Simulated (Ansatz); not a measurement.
Input and output of a self-consistent single point for TaNbAl6 (P4/mmm, 8 atoms in the cell) (Ansatz, an electronic-structure program).

Method: LDA (PW92), PAW files made with PBE (plane waves; Ansatz).

```
TaNbAl6
1.0
    3.91003     0.00000     0.00000
    0.00000     3.91003     0.00000
    0.00000     0.00000     8.70543
Ta Al Nb
1 6 1
Direct
  0.50000   0.50000   0.50000
  0.50000   0.50000   0.00000
  0.00000   0.00000   0.50000
  0.00000   0.50000   0.25110
  0.00000   0.50000   0.74890
  0.50000   0.00000   0.25110
  0.50000   0.00000   0.74890
  0.00000   0.00000   0.00000
```

Reference input (self-consistent single point, DFT, PBEsol, plane waves, PAW files made with PBE): kpoints.mp_grid.grid = 7 7 3; hamiltonian.xc = pbesol; hamiltonian.pseudopotentials = {kind: paw} (the program's default PAW files); scf.occupations.method = fermi_dirac; scf.occupations.width = 0.05 eV. This run's input differs from it in these lines:

Ansatz 0.2 input:
```diff
@@ -19,3 +19,3 @@
 hamiltonian:
-  xc: pbesol
+  xc: lda
   pseudopotentials:
```

Log, with long lists cut:

```
SCF iter   1: F=—  HF=-17207.708414 eV  |F-HF|=—  |Δ(HF+E_count)|=         —  Δρ=5.27e-2  dr2=1.14e1  ethr=3.10e-3  ⟨swp⟩=6.7  Hψ=2796  notcnv=0
all-band conjugate gradients solve this SCF's bands
preconditioner: auto → Kerker (q_TF=auto, 2.269 Å⁻¹)
SCF iter   2: F=—  HF=-17206.395118 eV  |F-HF|=—  |Δ(HF+E_count)|=    1.31e0  Δρ=2.82e-2  dr2=2.87e0  ethr=3.10e-3  ⟨swp⟩=3.2  Hψ=1228  notcnv=0  defer=21
   [... lines left out ...]
SCF iter   5: F=—  HF=-17205.931769 eV  |F-HF|=—  |Δ(HF+E_count)|=   2.24e-3  Δρ=4.01e-4  dr2=4.38e-4  ethr=3.69e-5  ⟨swp⟩=2.1  Hψ=784  notcnv=0  defer=23
SCF iter   6: F=—  HF=-17205.931674 eV  |F-HF|=—  |Δ(HF+E_count)|=   9.53e-5  Δρ=1.20e-4  dr2=4.00e-5  ethr=9.96e-7  ⟨swp⟩=2.2  Hψ=813  notcnv=0  defer=23
SCF iter   7: F=—  HF=-17205.931662 eV  |F-HF|=—  |Δ(HF+E_count)|=   1.17e-5  Δρ=1.37e-5  dr2=1.29e-6  ethr=9.09e-8  ⟨swp⟩=2.0  Hψ=792  notcnv=0  defer=23
SCF iter   8: F=-17205.931662 eV  HF=-17205.931662 eV  |F-HF|=2.66e-8  |Δ(HF+E_count)|=   2.39e-7  Δρ=2.42e-6  dr2=3.10e-8  ethr=2.27e-10  ⟨swp⟩=10.2  Hψ=2692  notcnv=0
SCF 1 converged in 8 iterations: F = -17205.931662 eV  dr2 = 3.10e-8
Free energy (F): -17205.931662 eV
Internal energy: -17205.922538 eV  (E = F + TS)
E sigma→0 (E₀):  -17205.927100 eV
Entropy (-TS):   -0.009124 eV (-1.140 meV/atom)
Fermi energy:    10.630568 eV
--- Forces (eV/Å), atoms counted from 1 ---
  atom   1  Ta     0.00000000    -0.00000000     0.00000000
  atom   2  Al    -0.00000000    -0.00000000     0.00000000
  atom   3  Al     0.00000000    -0.00000000     0.00000000
  atom   4  Al     0.00000000     0.00000000     0.00409097
  atom   5  Al     0.00000000     0.00000000    -0.00409097
  atom   6  Al     0.00000000     0.00000000     0.00409097
  atom   7  Al     0.00000000     0.00000000    -0.00409097
  atom   8  Nb     0.00000000     0.00000000     0.00000000
--- Stress (GPa, compression-positive) ---
      -10.756247       0.000000       0.000000
        0.000000     -10.756247       0.000000
        0.000000       0.000000      -9.522279
  P = ⅓ Tr σ = -10.3449 GPa (-103.449 kbar)
  The stress holds the Pulay correction. Without it, at fixed plane waves, as pw.x and ABINIT print it: P = -10.3642 GPa
```

The run converged in 8 iterations. Against the reference run the pressure goes from -7.58 to -10.34 GPa and the largest force goes from 0.011 to 0.004 eV/Å.

The starting cell comes from a database of computed structures (which also holds hypothetical and non-ambient phases and stackings), without a prior relaxation at this level. Its lattice was rescaled by a random factor within 2.5 % of one. Spin polarisation is off. With a pressure of about -10 GPa the cell is away from its equilibrium volume at this level. Ansatz's pressure includes its estimate of the finite-basis (Pulay) stress.
